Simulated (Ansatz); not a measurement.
The reference is CuAu (space group P4/mmm, No. 123; a = 2.813 Å, c = 3.593 Å; relaxed with 0.1 eV smearing). Axes: x, y, z lie along a, b, c of the conventional cell.

Calculations: Ansatz (a first-principles code), PBEsol, PAW, cutoff 420 eV, no spin-orbit coupling.

Perturbation: uniaxial strain ε_zz = −1.50 %, all other strain components held at zero; the atoms relax in the strained cell.

### Question
What happens to the stress and energy relative to the base?

### Answer
The stress (xx, yy, zz, yz, xz, xy; compression positive) comes out as (2.6, 2.6, 2.8, 0.0, 0.0, 0.0) GPa; the energy increases by 1.9 meV/atom.

Stability against distortions was not tested. All final runs are without spin polarisation.
